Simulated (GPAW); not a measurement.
# GPAW run on TiCo (Pm-3m, 2 atoms in the cell): self-consistent single point

Computed with LDA (Perdew-Wang 92), GPAW PAW datasets LDA (gpaw-data 1.0.1) (plane waves; GPAW).

This input was run:

```python
from ase import Atoms
from ase.units import GPa
from gpaw import GPAW

atoms = Atoms(['Ti', 'Co'],
              cell=[[2.981030, 0.000000, 0.000000],
                    [0.000000, 2.981030, 0.000000],
                    [0.000000, 0.000000, 2.981030]],
              scaled_positions=[[0.000000, 0.000000, 0.000000],
                                [0.500000, 0.500000, 0.500000]],
              pbc=True)

calc = GPAW(mode={'name': 'pw', 'ecut': 800},
            xc='LDA',
            kpts=(7, 7, 7),
            occupations={'name': 'fermi-dirac', 'width': 0.1},
            nbands=-6,
            convergence={'density': 1e-05, 'energy': 1e-05},
            symmetry={'symmorphic': False, 'tolerance': 0.0005},
            maxiter=120)

atoms.calc = calc

energy = atoms.get_potential_energy()
print('Energy (eV):', round(energy, 6))
forces = atoms.get_forces()
print('Forces (eV/Ang):')
print(forces.round(5))
stress = atoms.get_stress()
print('Stress (GPa, Voigt):', (stress / GPa).round(4))
```

The program printed (abridged):

```
Input parameters:
  convergence: {density: 1e-05,
                energy: 1e-05}
  kpts: [7 7 7]
  maxiter: 120
  mode: {ecut: 800,
         name: pw}
  nbands: -6
  occupations: {name: fermi-dirac,
                width: 0.1}
  symmetry: {symmorphic: False,
             tolerance: 0.0005}

species:
  Ti:
    name: Titanium
    Z: 22.0
    valence: 12
    core: 10
    charge: 0.0
    file: Ti.LDA.gz

    # Using partial waves for Ti as LCAO basis

  Co:
    name: Cobalt
    Z: 27.0
    valence: 9
    core: 18
    charge: 0.0
    file: Co.LDA.gz

    # Using partial waves for Co as LCAO basis

Reference energy: -61012.215763  # eV

Spin-paired calculation

Convergence criteria:
 Maximum [total energy] change in last 3 cyles: 1e-05 eV / valence electron
 Maximum integral of absolute [dens]ity change: 1e-05 electrons / valence electron
 Maximum integral of absolute [eigenst]ate change: 4e-08 eV^2 / valence electron
 Maximum number of scf [iter]ations: 120

Symmetries present (total): 48
Symmetries with fractional translations: 0
343 k-points: 7 x 7 x 7 Monkhorst-Pack grid
20 k-points in the irreducible part of the Brillouin zone
       k-points in crystal coordinates                weights
   0:     0.00000000    0.00000000    0.00000000          1/343
   1:     0.14285714    0.00000000    0.00000000          6/343
   2:     0.14285714    0.14285714    0.00000000         12/343
   [... 7 lines left out ...]
          ...
  19:     0.42857143    0.42857143    0.42857143          8/343

Wave functions: Plane wave expansion
  Cutoff energy: 800.000 eV
  Number of coefficients (min, max): 1350, 1376
  Pulay-stress correction: 0.000000 eV/Ang^3 (de/decut=0.000000)

Occupation numbers: Fermi-Dirac:
  width: 0.1000  # eV

Eigensolver

Densities:
  Coarse grid: 20*20*20 grid
  Fine grid: 40*40*40 grid
  Total Charge: 0.000000

Density mixing:
  Method: separate
  Backend: pulay
  Linear mixing parameter: 0.05
  old densities: 5
  Damping of long wavelength oscillations: 50

Hamiltonian:
  XC and Coulomb potentials evaluated on a 40*40*40 grid
  External potential:
    NoExternalPotential

Number of atoms: 2
Number of atomic orbitals: 22
Number of bands in calculation: 16
Number of valence electrons: 21
Bands to converge: occupied

Density initialized from atomic densities
  16 bands from LCAO basis set

Atomic positions and initial magnetic moments

Positions:
   0 Ti     0.000000    0.000000    0.000000    ( 0.0000,  0.0000,  0.0000)
   1 Co     1.490515    1.490515    1.490515    ( 0.0000,  0.0000,  0.0000)

Unit cell:
           periodic     x           y           z      points  spacing
  1. axis:    yes    2.981030    0.000000    0.000000    20     0.1491
  2. axis:    yes    0.000000    2.981030    0.000000    20     0.1491
  3. axis:    yes    0.000000    0.000000    2.981030    20     0.1491

  Lengths:   2.981030   2.981030   2.981030
  Angles:   90.000000  90.000000  90.000000

Effective grid spacing dv^(1/3) = 0.1491

     iter     time        total  log10-change:
                         energy   eigst   dens
iter:   1 --:--:--   -19.017691
iter:   2 --:--:--   -18.187703   -0.56  -1.26
iter:   3 --:--:--   -17.963078   -1.25  -1.36
iter:   4 --:--:--   -17.937560   -1.08  -1.45
iter:   5 --:--:--   -18.162409   -0.45  -1.54
iter:   6 --:--:--   -18.093758   -1.82  -1.49
   [... 10 lines left out ...]
iter:  17 --:--:--   -17.725684   -3.83  -2.66
iter:  18 --:--:--   -17.725332   -3.08  -2.77
iter:  19 --:--:--   -17.728659   -2.80  -2.87
iter:  20 --:--:--   -17.724809   -3.03  -2.56
iter:  21 --:--:--   -17.724776   -3.69  -3.33
iter:  22 --:--:--   -17.724772c  -5.26  -3.81
iter:  23 --:--:--   -17.724804c  -4.94  -4.00
iter:  24 --:--:--   -17.724781c  -4.42  -3.60
iter:  25 --:--:--   -17.724769c  -5.84  -3.76
iter:  26 --:--:--   -17.724805c  -4.65  -4.11
iter:  27 --:--:--   -17.724772c  -4.95  -3.63
iter:  28 --:--:--   -17.724772c  -6.33  -4.97
iter:  29 --:--:--   -17.724772c  -7.61c -4.82
iter:  30 --:--:--   -17.724772c  -7.49c -4.85
iter:  31 --:--:--   -17.724772c  -8.50c -5.53c

Converged after 31 iterations.

Dipole moment: (-0.000000, -0.000000, 0.000000) |e|*Ang

Energy contributions relative to reference atoms: (reference = -61012.215763)

Kinetic:        +11.999847
Potential:      -11.259956
External:        +0.000000
XC:             -18.375426
Entropy (-ST):   -0.104756
Local:           -0.036859
SIC:             +0.000000
--------------------------
Free energy:    -17.777150
Extrapolated:   -17.724772

Showing only first 2 kpts
 Kpt  Band  Eigenvalues  Occupancy
  0     8      8.44575    2.00000
  0     9      8.44575    2.00000
  0    10     10.66594    0.00073
  0    11     10.66594    0.00073

  1     8      8.42059    2.00000
  1     9      8.51858    2.00000
  1    10     10.45966    0.00577
  1    11     10.73575    0.00037

Fermi level: 9.87505

No gap
No difference between direct/indirect transitions
Energy (eV): -17.724772

Forces in eV/Ang:
  0 Ti    0.00000   -0.00000    0.00000
  1 Co    0.00000    0.00000    0.00000

Stress tensor:
     0.085780     0.000000     0.000000
     0.000000     0.085780     0.000000
     0.000000     0.000000     0.085780
Stress (GPa, Voigt): [13.7434 13.7434 13.7434  0.      0.      0.    ]
```

The run converged in 31 iterations. GPAW prints stress with tension positive.

The starting cell has typed, rounded lattice constants, without a prior relaxation at this level. Its lattice was rescaled by up to half a per cent. Spin polarisation is off. With a pressure of about -14 GPa the cell is away from its equilibrium volume at this level.
